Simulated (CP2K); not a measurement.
A self-consistent single point of SrZnIn₃ (P1, 5 atoms in the cell) with CP2K.

Level of theory: LDA (Pade form), GPW, DZVP-MOLOPT-SR-GTH basis, GTH-PADE potentials (GTH_POTENTIALS) in CP2K.

The change in words: atoms moved at random. Reference geometry:
```yaml
crystal:
  lattice:
    - [6.95666, 0.00000, 0.00000]
    - [3.81483, 5.81740, 0.00000]
    - [-5.38574, -2.90870, 3.30580]
  atoms:
    - { symbol: Sr, position: [0.00478, 0.00478, 0.00000] }
    - { symbol: Zn, position: [0.61397, 0.61397, 0.00000] }
    - { symbol: In, position: [0.74198, 0.24198, 0.50000] }
    - { symbol: In, position: [0.24198, 0.74198, 0.50000] }
    - { symbol: In, position: [0.39730, 0.39730, 0.00000] }
```

Reference input (self-consistent single point, DFT LDA (Pade form), GPW, DZVP-MOLOPT-SR-GTH basis, GTH-PADE potentials (GTH_POTENTIALS)): CUTOFF = 600 Ry; REL_CUTOFF = 40 Ry; SMEAR/METHOD = FERMI_DIRAC; ELECTRONIC_TEMPERATURE = 1160.45 K; KPOINTS/SCHEME = MONKHORST-PACK 5 5 5; XC_FUNCTIONAL = PADE; Sr/BASIS_SET = DZVP-MOLOPT-SR-GTH; Sr/POTENTIAL = GTH-PADE-q10; Zn/BASIS_SET = DZVP-MOLOPT-SR-GTH; Zn/POTENTIAL = GTH-PADE-q12; In/BASIS_SET = DZVP-MOLOPT-SR-GTH; In/POTENTIAL = GTH-PADE-q13. This run's input differs from it in these lines:

```diff
@@ -70,7 +70,7 @@
       SCALED
-      Sr       0.00478000     0.00478000     0.00000000
-      Zn       0.61397000     0.61397000     0.00000000
-      In       0.74198000     0.24198000     0.50000000
-      In       0.24198000     0.74198000     0.50000000
-      In       0.39730000     0.39730000     0.00000000
+      Sr       0.00967200     0.01112000     0.00652700
+      Zn       0.61278400     0.62303200    -0.00005800
+      In       0.74347000     0.23934600     0.50076300
+      In       0.24951500     0.72974800     0.50321400
+      In       0.38456900     0.39676400    -0.01044700
     &END COORD
```

Log, with long lists cut:

```
 SCF WAVEFUNCTION OPTIMIZATION

  Step     Update method      Time    Convergence         Total energy    Change
     1 NoMix/Diag. 0.20E+00      -     1.78821949      -260.8379428932 -2.61E+02
     2 Broy./Diag. 0.20E+00      -     0.02441909      -262.2970225370 -1.46E+00
     3 Broy./Diag. 0.20E+00      -     0.04708969      -261.5147520621  7.82E-01
     4 Broy./Diag. 0.20E+00      -     0.02930329      -260.6558417688  8.59E-01
     5 Broy./Diag. 0.20E+00      -     0.01178400      -260.3340965376  3.22E-01
     6 Broy./Diag. 0.20E+00      -     0.00658485      -260.3602625415 -2.62E-02
   [... 13 lines left out ...]
    20 Broy./Diag. 0.20E+00      -     0.00000032      -260.3933625305 -7.98E-06
    21 Broy./Diag. 0.20E+00      -     0.00000035      -260.3933604610  2.07E-06
    22 Broy./Diag. 0.20E+00      -     0.00000014      -260.3933604375  2.35E-08
    23 Broy./Diag. 0.20E+00      -     0.00000006      -260.3933612753 -8.38E-07
  *** SCF run converged in    23 steps ***

  Overlap energy of the core charge distribution:               0.00000000029235
  Self energy of the core charge distribution:               -408.27298475368326
  Core Hamiltonian energy:                                    121.44823203041339
  Hartree energy:                                              61.41255271116241
  Exchange-correlation energy:                                -34.97904814534630
  Electronic entropic energy:                                  -0.00211311805459
  Fermi energy:                                                 0.22374694762332

  Total energy:                                              -260.39336127526076
  Total energy (extrapolated to T->0):                       -260.39230471623347

   [... lines left out ...]

 STRESS| Analytical stress tensor [bar]
 STRESS|                        x                   y                   z
 STRESS|      x       -4.44578978366E+04  -6.48889342247E+03  -8.55132797428E+02
 STRESS|      y       -6.48889342247E+03  -3.30639701174E+04  -2.18319783781E+03
 STRESS|      z       -8.55132797428E+02  -2.18319783781E+03  -2.97841759837E+04
 STRESS| 1/3 Trace                                            -3.57686813126E+04
```

The run converged in 23 iterations. Against the reference run the free energy rises by 5.4 meV/atom, the pressure goes from -3.78 to -3.58 GPa and the largest force goes from 0.070 to 0.374 eV/Å.

The starting cell comes from a database of computed structures (which also holds hypothetical and non-ambient phases and stackings), without a prior relaxation at this level. Its lattice was rescaled by a random factor within 2.5 % of one. For this run, on top of that: atoms moved at random. Values carry the incompleteness of an atom-centred basis. With a pressure of about -4 GPa the cell is away from its equilibrium volume at this level.

Cost on one core of a shared machine: roughly 5 min.
